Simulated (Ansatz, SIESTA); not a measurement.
## Code comparison for LaSi₂Ir₂ (I4/mmm, 5 atoms in the cell)

Self-consistent single point.

```
CELL_PARAMETERS angstrom
     -2.06493     2.06493     5.17361
      2.06493    -2.06493     5.17361
      2.06493     2.06493    -5.17361
ATOMIC_POSITIONS crystal
  La 0.00000 0.00000 0.00000
  Si 0.62904 0.62904 0.00000
  Si 0.37096 0.37096 0.00000
  Ir 0.25000 0.75000 0.50000
  Ir 0.75000 0.25000 0.50000
```

Shared settings, as Ansatz (a first-principles code) writes them: kpoints.mp_grid.grid = 9 9 9; magnetization.spin_orbit = true; scf.occupations.method = gaussian; scf.occupations.width = 0.02 Ry. Potentials and cutoffs stand in the table.

```tsv
code	model	pressure (GPa)	largest force (eV/Å)	cutoff
Ansatz	PBEsol with spin-orbit coupling, PAW files made with PBE	-3.59	0.200	30.9 Ry
SIESTA	GGA PBEsol with spin-orbit coupling, numerical atomic orbitals DZP, PseudoDojo PBEsol fully relativistic norm-conserving potentials (rewritten from UPF to PSML)	–	0.089	grid 300 Ry
```

A dash marks a value that a program does not give, or that is left out as unsure.

The spread over the programs that give each value: largest force within 0.111 eV/Å.

SIESTA uses small atom-centred bases, whose incompleteness enters pressures, forces and empty levels differently from a plane-wave cutoff.

The starting cell comes from a database of computed structures (which also holds hypothetical and non-ambient phases and stackings), without a prior relaxation at this level.

Keys are those of Ansatz 0.2.
